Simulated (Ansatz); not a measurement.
# BN, response to strain

Base system: BN in the zinc blende structure (space group F-43m, No. 216; a = 3.625 Å).

Strains are applied to the cell and any free atomic positions relax.

Calculations: PBE/PAW in Ansatz (an electronic-structure program), no spin-orbit coupling.

```
isotropic strain (%)  band gap (eV)
--------------------  -------------
-2.77                          4.55
0                              4.46
1.06                              ?
2.22                           4.39
```

Problem. Fit E_g = E₀ + Dε (ε in %) to the rows shown and predict the withheld row.

Solution. Least squares on the printed values gives E₀ = 4.46 eV, D = -32.1 meV per % of strain (largest residual 0.00 eV); this predicts 4.43 eV, and the run gives 4.43 eV, in agreement.

Whether these cells are dynamically stable was not tested.
